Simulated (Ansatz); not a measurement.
The reference is Ag in the fcc (Cu type) structure (space group Fm-3m, No. 225; a = 4.0538 Å; relaxed with 0.1 eV smearing). Axes: x, y, z lie along the cube axes.

Structures relaxed with PBEsol/PAW in Ansatz (an electronic-structure program), no SOC.

Base:

Simulated powder pattern, Cu Kα1, λ = 1.54056 Å (kinematic, ideal powder, no thermal factors, no anomalous dispersion; the 14 strongest lines at most, above 2 %, up to 2θ = 90°):

```json
[
 {"2θ (°)": "38.43", "I/Imax (%)": "100", "hkl": "(111)"},
 {"2θ (°)": "44.67", "I/Imax (%)": "48", "hkl": "(200)"},
 {"2θ (°)": "65.02", "I/Imax (%)": "30", "hkl": "(220)"},
 {"2θ (°)": "78.13", "I/Imax (%)": "34", "hkl": "(311)"},
 {"2θ (°)": "82.33", "I/Imax (%)": "10", "hkl": "(222)"}
]
```

After one change:

Simulated powder pattern, Cu Kα1, λ = 1.54056 Å (kinematic, ideal powder, no thermal factors, no anomalous dispersion; the 14 strongest lines at most, above 2 %, up to 2θ = 90°):

```
2θ (°)  I/Imax (%)
------  ----------
38.73          100
42.75           19
46.13           30
64.70           21
67.29          9.1
75.59           13
80.44           22
83.09           10
```

Problem. What was done to the base?
A) biaxial strain −2.50 %, plane normal [001], relaxed out of plane
B) biaxial strain +0.50 %, plane normal [001], relaxed out of plane
C) biaxial strain −3.00 %, plane normal [001], relaxed out of plane
D) biaxial strain +1.00 %, plane normal [001], relaxed out of plane

Solution. C, biaxial strain −3.00 %, plane normal [001], relaxed out of plane. Its volume per atom is 16.34 Å³ against 16.65 Å³, and its space group is I4/mmm (No. 139).

Stability against distortions was not tested.
